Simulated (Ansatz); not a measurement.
A free linear chain of Cu atoms, stretched and compressed along its axis from its relaxed period of 4.600 Å, atoms relaxed at each length.

The numbers are results of PBE (plane waves to 420 eV, PAW; Ansatz, a program for electronic structure), not measurements. Mesh 1×1×66. No spin polarisation, so a magnetic state wasn't tested. One-dimensional cell, images about 11 Å apart. A hypothetical model. Only distortions within the start's symmetry and period were free. Pairing along the axis, which can open a gap, is among the distortions not tried. Buckling under compression is shut out by symmetry and the short period. Energies are free energies at a Fermi–Dirac width of 0.02 eV, from the unstrained cell.

```tsv
strain (%)	energy (meV a period)	axial force (nN)
-3.0	(withheld)	(withheld)
-1.5	+7	-0.34
0.0	0	0.00
+1.5	+6	+0.29
+3.0	(withheld)	(withheld)
```

Question: What belongs in the gaps?

Answer: 
- -3.0, energy (meV a period): +30
- -3.0, axial force (nN): -0.73
- +3.0, energy (meV a period): +24
- +3.0, axial force (nN): +0.53
